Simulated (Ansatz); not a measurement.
The parent structure is MgS in the rock salt structure (space group Fm-3m, No. 225; a = 5.1820 Å). Axes: x, y, z lie along the cube axes.

Computed with plane-wave PAW DFT at the PBEsol level (Ansatz, a quantum-chemistry and plane-wave program, 420 eV), no SOC.

Strains are applied to the cell and any free atomic positions relax; under biaxial strain the out-of-plane vector relaxes too; under stress the whole cell relaxes.

One change was made to it. Results:

| quantity | base | after |
|---|---|---|
| band gap | 2.73 eV | 2.63 eV |
| smallest direct gap | 3.69 eV | 3.74 eV |
| electron mass | 0.53 mₑ along k, 0.29 mₑ across (at X) | 0.50 mₑ along k, 0.30 mₑ across (at X) |
| energy relative to the base (free energy F) | 0 meV/atom | +3.1 meV/atom |

Q: Which change produced these results?
A. isotropic strain +0.73 %
B. uniaxial stress, 3 GPa compression along z
C. uniaxial stress, 3 GPa tension along x
D. uniaxial strain ε_zz = −4.01 %
E. biaxial strain −4.71 %, plane normal [001], relaxed out of plane

A: B, uniaxial stress, 3 GPa compression along z. For comparison, the smallest direct gap in the other runs: isotropic strain +0.73 % gives 3.52 eV; uniaxial strain ε_zz = −4.01 % gives 3.96 eV; uniaxial stress, 3 GPa tension along x gives 3.49 eV; biaxial strain −4.71 %, plane normal [001], relaxed out of plane gives 4.08 eV.

Masses are band curvatures over ±0.01 Å⁻¹ around the edge. Along k means along the line from Γ to the band edge. Gaps are read on the SCF mesh and a high-symmetry path. Beyond what the load breaks, stability against distortions was not tested.
